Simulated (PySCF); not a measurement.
PySCF 2.14.0, PBE/def2-svp, df: Pd(H)2(dadMe) (C[N]1=CC=[N](C)->[PdH2]<-1), 17 atoms. The geometry is a generated start, not checked to be a minimum at this level.

```python
import time
import numpy
from pyscf import lib
from pyscf import gto, scf, dft, mp, cc, sgx
lib.logger.TIMER_LEVEL = 4
t0 = time.perf_counter()

mol = gto.M(
    atom='''
Pd    -1.49190000    -0.31710000    -0.00650000
H     -2.38230000    -1.54200000    -0.00660000
H     -2.79410000     0.45100000    -0.02130000
C      0.60330000    -2.70530000     0.00430000
N      0.32100000    -1.29990000     0.00230000
C      1.29740000    -0.45850000    -0.00540000
C      1.00220000     0.94360000    -0.00370000
N     -0.23090000     1.31990000    -0.00230000
C     -0.53670000     2.72030000     0.00690000
H      0.13740000    -3.16400000    -0.87310000
H      1.68220000    -2.91370000     0.00120000
H      0.14420000    -3.15950000     0.88750000
H      2.34010000    -0.78230000    -0.01060000
H      1.82640000     1.65900000    -0.00190000
H      0.36860000     3.34310000     0.00420000
H     -1.13770000     2.94740000     0.89280000
H     -1.14930000     2.95790000    -0.86780000
''',
    basis='def2-svp',
    ecp={'Pd': 'def2-svp'},
    max_memory=16000,
    verbose=4,
)
mf = dft.RKS(mol, xc='pbe')
mf = mf.density_fit()
mf.max_cycle = 100
mf.level_shift = 0.5
mf.chkfile = None
mf.kernel()
print('SCF converged:', mf.converged)
print('E(SCF) = %.10f' % mf.e_tot)
print('basis functions:', mol.nao_nr())
print('integrals held in memory:', getattr(mf, '_eri', None) is not None)
t1 = time.perf_counter()
print('wall of the SCF part: %.3f s' % (t1 - t0))
print('run ended')
```

```bash
OMP_NUM_THREADS=16 OPENBLAS_NUM_THREADS=1 python -u run.py
```

The program reports basis functions: 165, grid points: 204536.

It runs on a single node (Arm Neoverse V2, 96 cores on 1 socket, no SMT, 1 L3 cache group).

On 16 threads, 1 BLAS thread this takes 17 s. Each time is the median wall time of two to five repeats, run one at a time on the otherwise empty machine; start-up is included. Unless noted, each process is bound to its own block of adjacent cores. The times hold for this build (PyPI wheel: OpenMP (GNU), a bundled serial OpenBLAS 0.3.3 under its C layer, NumPy's threaded OpenBLAS held to generic ARMv8 kernels, libcint, Libxc). Scratch files lie in a memory file system.

Problem. Speed this job up; the result has to stay within 1.0 meV/atom in energy. Keep to 16 cores.

Solution. This is not unique; one that fits is going from mf.level_shift = 0.5 Hartree, mf.diis_space = 8 (default) to mf.level_shift = 0 (default), mf.diis_space = 16, one of the fastest of the measured ones that keep the result.

```diff
-mf.level_shift = 0.5
+mf.diis_space = 16
```

Time: 17 s to 5.0 s (3.4× as fast). The largest move is in exchange-correlation on the grid (vxc): 13 s to 3.4 s. The count of Fock builds goes from 66 to 17. SCF cycles go from 64 to 15. These two results differ by: energy under 0.001 meV/atom. Others tried: mf.diis_space = 8 (default), mf.level_shift = 0 (default) (5.3 s); mf.diis_space = 8 (default), mf.level_shift = 0.2 Hartree (6.0 s); mf.diis_space = 4, mf.level_shift = 0 (default) (7.0 s); mf.diis_space = 8 (default), mf.level_shift = 0 (default), mf.damp = 0.5, mf.diis_start_cycle = 5 (7.5 s); mf.diis_space = 8 (default), mf.level_shift = 0 (default), mf.DIIS = ADIIS (12 s). Repeats scatter by up to 24 %. 6 planned settings were not run, for want of time.
